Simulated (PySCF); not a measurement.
PySCF 2.14.0, CCSD (frozen core)/def2-svp: C=C[Si@@H](N)OC, 15 atoms. The geometry is a generated start, not checked to be a minimum at this level.

```yaml
task: ccsd
basis: def2-svp
two_electron_scheme: exact four-centre integrals
frozen_core: true
mf.init_guess: minao (default)
mf.DIIS: CDIIS (default)
mf.diis_space: 8 (default)
mf.conv_tol: 1e-09 (default)
basis functions (reference run): 133
```

On 4 threads, 1 BLAS thread. Build: conda-forge: OpenMP (GNU), OpenBLAS with its own threads, libcint, Libxc. Single runs; times are not shown.

Values of mol.max_memory tried: 8000 MB, 4000 MB, 2000 MB, 1000 MB, 500 MB, 300 MB, 200 MB.

What happens as the memory setting falls?

It runs down to 200 MB, the lowest tried, with the same result. At 8000 MB: SCF integrals in memory, transformation in memory. From 2000 MB down: SCF integrals in memory, transformation through a file. From 300 MB down: direct SCF, transformation through a file.

| mol.max_memory | path | peak memory |
|---|---|---|
| 8000 MB | SCF integrals in memory, transformation in memory | 1.7 GiB |
| 4000 MB | SCF integrals in memory, transformation in memory | 1.7 GiB |
| 2000 MB | SCF integrals in memory, transformation through a file | 1.9 GiB |
| 1000 MB | SCF integrals in memory, transformation through a file | 1.8 GiB |
| 500 MB | SCF integrals in memory, transformation through a file | 1.8 GiB |
| 300 MB | direct SCF, transformation through a file | 1.6 GiB |
| 200 MB | direct SCF, transformation through a file | 1.6 GiB |

Peak memory is the kernel's count for the largest process, libraries included and scratch files not. The peak passes the setting at 2000 MB, 1000 MB, 500 MB, 300 MB, 200 MB: it is no hard cap.
